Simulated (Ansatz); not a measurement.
Band structure of MgAsPt₅ (P4/mmm, 7 atoms in the cell).

```yaml
crystal:
  lattice:
    - [3.89382, 0.00000, 0.00000]
    - [0.00000, 3.89382, 0.00000]
    - [0.00000, 0.00000, 7.02621]
  atoms:
    - { symbol: Mg, position: [0.00000, 0.00000, 0.00000] }
    - { symbol: As, position: [0.50000, 0.50000, 0.50000] }
    - { symbol: Pt, position: [0.50000, 0.50000, 0.00000] }
    - { symbol: Pt, position: [0.00000, 0.50000, 0.27910] }
    - { symbol: Pt, position: [0.00000, 0.50000, 0.72090] }
    - { symbol: Pt, position: [0.50000, 0.00000, 0.27910] }
    - { symbol: Pt, position: [0.50000, 0.00000, 0.72090] }
```

Level of theory: PBEsol, PAW files made with PBE (plane waves; Ansatz, a program for electronic structure).

Settings: basis.ecutwfc = 420 eV; kpoints.mp_grid.grid = 6 6 3; hamiltonian.xc = pbesol; hamiltonian.pseudopotentials = {kind: paw} (an earlier, softer set of the program's PAW files); scf.occupations.method = gaussian; scf.occupations.width = 0.1 eV; kpoints.band_path.npoints = 8.

The starting cell comes from a database of computed structures (which also holds hypothetical and non-ambient phases and stackings), without a prior relaxation at this level. Its lattice was rescaled by a random factor within 2.5 % of one. Spin-orbit coupling is off. Spin polarisation is off; with an odd number of electrons in the cell that forces a metal, and a magnetic state may lie lower.

Levels in eV from the Fermi level, bands 54 to 61:
| point | 54 | 55 | 56 | 57 | 58 | 59 | 60 | 61 |
|---|---|---|---|---|---|---|---|---|
| Γ | -0.77 | -0.76 | -0.08 | -0.08 | 0.65 | 0.67 | 1.75 | 3.17 |
| X | -1.71 | -1.55 | -1.35 | -0.35 | -0.11 | 0.82 | 1.05 | 2.58 |
| M | -1.32 | -1.05 | -0.84 | -0.16 | -0.16 | 0.00 | 0.94 | 1.78 |
| Z | -0.80 | 0.06 | 0.17 | 0.65 | 0.67 | 2.70 | 2.70 | 3.12 |
| R | -1.78 | -1.51 | -1.33 | -1.13 | -0.48 | 1.22 | 3.04 | 3.74 |
| A | -1.40 | -1.14 | -0.79 | -0.47 | 1.03 | 1.20 | 1.20 | 1.69 |

Bands cross the Fermi level along this path, so the cell is metallic at this level.

Keys are those of Ansatz 0.2.
